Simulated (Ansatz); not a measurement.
## Hypothetical CsCl type AsN: element substitutions

Base system: AsN in the CsCl type structure (space group Pm-3m, No. 221; a = 2.8448 Å; a hypothetical phase, not in the database extracts checked).

Each row replaces one element on all its sites; cell and atoms are relaxed.

Levels (all Ansatz, a program for electronic structure, PAW): PBE (420 eV, no spin-orbit coupling); r2SCAN (500 eV, scalar-relativistic without spin-orbit coupling).

The base cell above is that of PBE; each level relaxes its own structures.

| case | lattice parameter a, PBE | lattice parameter a, r2SCAN |
|---|---|---|
| As → P | 267.9 pm | 267.7 pm |
| As → Bi | 318.5 pm | 315.9 pm |
| N → F | 305.5 pm | 303.4 pm |
| N → O | 290.2 pm | 288.5 pm |

PBE lies above r2SCAN in every row, by 0.3 pm to 2.6 pm. They put the cases in the same order.

No phonon test of stability was made. As relaxed here, PN, BiN, AsF and AsO are hypothetical phases, not in the database extracts checked. All final runs are without spin polarisation. An odd electron count without spin: AsO.
